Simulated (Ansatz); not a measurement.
We consider Sr₂Nb₂O₇ (Cmc2₁, No. 36, 22 atoms in the cell; start mp-3870), described by LDA (Ansatz, an electronic-structure program, PAW).

Settings: plane-wave cutoff 520 eV, 10×10×6 k mesh (along the axes of the cell as run), Fermi–Dirac smearing 0.01 eV, no spin polarisation, scalar-relativistic PAW data made under PBE.

Cell (relaxed with PBEsol):

Space group Cmc2₁ (No. 36); a = 3.950 Å, b = 26.831 Å, c = 5.687 Å, α = β = γ = 90.00°

| atom | site | symmetry | x | y | z |
|---|---|---|---|---|---|
| Sr | 4a | m.. | 0.0000 | 0.7098 | 0.0298 |
| Sr | 4a | m.. | 0.0000 | 0.5520 | 0.4716 |
| Nb | 4a | m.. | 0.0000 | 0.1612 | 0.4981 |
| Nb | 4a | m.. | 0.0000 | 0.0572 | 0.9731 |
| O | 4a | m.. | 0.0000 | 0.4521 | 0.4482 |
| O | 4a | m.. | 0.0000 | 0.0930 | 0.6716 |
| O | 4a | m.. | 0.0000 | 0.2008 | 0.7597 |
| O | 4a | m.. | 0.0000 | 0.2138 | 0.2823 |
| O | 4a | m.. | 0.0000 | 0.0069 | 0.2253 |
| O | 4a | m.. | 0.0000 | 0.1092 | 0.1831 |
| O | 4a | m.. | 0.0000 | 0.6505 | 0.4671 |
(The calculation used a cell of 22 atoms; values per cell refer to that cell.)

Task: Predict the band gap and smallest direct gap on the k points sampled.

Result: 
band gap: 2.68 eV
smallest direct gap on the k points sampled: 2.82 eV

Note: cell and atoms aren't relaxed at this level (pressure -4.4 GPa).

Spin–orbit coupling is not included.

A start named mp-… is a Materials Project structure, which need not be a measured phase.
